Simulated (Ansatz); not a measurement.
Structures of equal composition on the (111) surface of germanium (Ge plane on top): (√3x√3)R30° B adatom at H3; (√3x√3)R30° B adatom at T4. The slabs share one bottom face, and each structure is named by its start. These are constructed structures in small cells; real faces may alloy, dewet or reconstruct in larger ones, and not all known structures of the face are among them. Slabs of about 13 Å, Fermi-Dirac smearing of 0.025 eV. Bottom of the slabs: H caps. Relaxed from the named starts with such symmetry as they have, on meshes of like density; energies extrapolated to zero smearing; spin only where a row says so; no spin-orbit coupling, no U. Brackets mark spin-polarised runs, whose order is one that fits the cell. Where a second, spin-polarised start was run, the lower counts.

All values below come from r2SCAN, at the PBE geometry (plane waves to 500 eV, PAW; Ansatz, an electronic-structure program).

Question: Put the candidates in order of energy per 1x1 cell, lowest first, for r2SCAN, at the PBE geometry.

Answer: (√3x√3)R30° B adatom at T4 (0.000 eV (3 B–Ge bonds formed), no gap on the mesh), (√3x√3)R30° B adatom at H3 (0.354 eV, no gap on the mesh)
